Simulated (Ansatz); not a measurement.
Defect migration in beta Si3N4: N vacancy, charge state +1. The step: one N atom jumps into the vacancy from a nearby N site (strongly reconstructed ends); the atom moves 2.83 Å along (0.33, 0.30, 0.50) of the unit cell; at the end one Si stands off the lattice site; the moving atom starts with neighbours Si at 1.73, Si at 1.75, Si at 1.77 Å and ends with 3 Si at 1.74 Å. DFT values are from Ansatz (plane-wave PAW, 420 eV unless said) in a cell of 84 host sites, spin-restricted, static, with no finite-size correction. The charge state is imposed; whether it is stable for some Fermi level was not computed. Forms of the defect that were not tried may lie lower. The order of the sites in energy changes with the mesh. For the PBE band: the saddle point's order was not checked.

```tsv
Level	Forward barrier (eV)	Cost of the band or of the saddle's single point
PBE, the Γ point alone, band relaxed	4.79	very roughly 19 core-minutes
PBE, a 2×2×2 k-point mesh shifted by half a step along c, same geometries	5.01	very roughly 2.5 core-minutes
r2SCAN at 500 eV, the Γ point alone, same geometries	…	around 80 core-seconds (rough)
```

Problem. What belongs in the gaps?

Solution. 
- r2SCAN at 500 eV, the Γ point alone, same geometries, Forward barrier (eV): 5.29

Ansatz is an electronic-structure program.
